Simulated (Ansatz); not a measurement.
# Short convergence ladders for ZrNi (Cm, 4 atoms in the cell)

```
ZrNi
1.0
    1.63941    -5.04623     0.00000
    1.63941     5.04623     0.00000
    0.00000     0.00000     4.05742
Zr Ni
2 2
Direct
  0.63783   0.36217   0.26232
  0.36217   0.63783   0.75000
  0.91683   0.08317   0.25000
  0.08317   0.91683   0.75000
```

Base method: PBEsol, default PAW files made with PBE (plane waves; Ansatz, a first-principles code).

Base settings: basis.ecutwfc = 420 eV; kpoints.mp_grid.grid = 9 9 7; hamiltonian.xc = pbesol; hamiltonian.pseudopotentials = {kind: paw} (the program's default PAW files); scf.occupations.method = fermi_dirac; scf.occupations.width = 0.1 eV.

The count of work is k-points × plane waves × bands × iterations; it is no time. 

**Shifted k-point meshes**

In this ladder: kpoints.mp_grid.shift = 0.5 0.5 0.5.

Only quantities that move along the ladder and can be compared are tabulated.

| kpoints.mp_grid.grid | free energy less the last step's (meV/atom) | pressure (GPa) | largest difference of a force vector from the last step's (eV/Å) | count of work / last |
|---|---|---|---|---|
| 2 2 2 | -48.22 | -7.03 | 0.379 | 0.0030 |
| 3 3 3 | 15.91 | -5.18 | 0.199 | 0.010 |
| 5 5 4 | 6.90 | -5.10 | 0.009 | 0.030 |
| 6 6 5 | -1.80 | -5.24 | 0.015 | 0.054 |
| 7 7 6 | 0.02 | -5.25 | 0.021 | 0.084 |
| 17 17 13 | 0.00 | -5.21 | 0.000 | 1.0 |

Coarsest kpoints.mp_grid.grid that holds the free energy within 2 meV/atom of the last step, with all finer ones: 6 6 5, at 0.054 of the last step's count of work; the step before is off by 6.9 meV/atom.

Coarsest kpoints.mp_grid.grid that holds the forces within 0.01 eV/Å: not settled: the last two steps still differ by 0.021 eV/Å, over half the tolerance, so the ladder does not show it.

Coarsest kpoints.mp_grid.grid that holds the pressure within 0.1 GPa of the last step, with all finer ones: 6 6 5, at 0.054 of the last step's count of work; the step before is off by 0.11 GPa.

**The k-point mesh at a smearing width of 0.05 eV**

In this ladder: scf.occupations.width = 0.05 eV.

Only quantities that move along the ladder and can be compared are tabulated.

| kpoints.mp_grid.grid | free energy less the last step's (meV/atom) | pressure (GPa) | largest difference of a force vector from the last step's (eV/Å) | count of work / last |
|---|---|---|---|---|
| 4 4 3 | -14.70 | -5.37 | 0.022 | 0.017 |
| 5 5 4 | -1.86 | -5.23 | 0.025 | 0.033 |
| 7 7 5 | 0.85 | -5.34 | 0.006 | 0.072 |
| 10 10 7 | 0.06 | -5.32 | 0.005 | 0.20 |
| 12 12 9 | 0.20 | -5.29 | 0.007 | 0.36 |
| 17 17 13 | 0.00 | -5.29 | 0.000 | 1.0 |

Coarsest kpoints.mp_grid.grid that holds the free energy within 1 meV/atom of the last step, with all finer ones: 7 7 5, at 0.072 of the last step's count of work; the step before is off by 1.9 meV/atom.

Coarsest kpoints.mp_grid.grid that holds the forces within 0.02 eV/Å of the last step, with all finer ones: 7 7 5, at 0.072 of the last step's count of work; the step before is off by 0.025 eV/Å.

**The mesh under tetrahedron occupations**

In this ladder: scf.occupations.method = tetrahedron; scf.occupations.width = default.

Only quantities that move along the ladder and can be compared are tabulated.

| kpoints.mp_grid.grid | free energy less the last step's (meV/atom) | pressure (GPa) | largest difference of a force vector from the last step's (eV/Å) | count of work / last |
|---|---|---|---|---|
| 5 5 4 | -1.06 | -5.21 | 0.050 | 0.041 |
| 6 6 4 | -5.85 | -5.36 | 0.023 | 0.058 |
| 7 7 5 | 0.80 | -5.34 | 0.013 | 0.087 |
| 10 10 8 | -0.05 | -5.31 | 0.005 | 0.27 |
| 16 16 12 | 0.00 | -5.30 | 0.000 | 1.0 |

Coarsest kpoints.mp_grid.grid that holds the free energy within 0.5 meV/atom of the last step, with all finer ones: 10 10 8, at 0.27 of the last step's count of work; the step before is off by 0.80 meV/atom.

Coarsest kpoints.mp_grid.grid that holds the pressure within 0.05 GPa of the last step, with all finer ones: 7 7 5, at 0.087 of the last step's count of work; the step before is off by 0.05 GPa.

On the base run: the starting cell comes from a database of computed structures (which also holds hypothetical and non-ambient phases and stackings), without a prior relaxation at this level. Its lattice was rescaled by up to half a per cent. One atom was moved a little off its site on purpose. Spin polarisation is off. In the base run, with a pressure of about -5 GPa the cell is away from its equilibrium volume at this level. Ansatz's pressure includes its estimate of the finite-basis (Pulay) stress.

Keys are those of Ansatz 0.2.
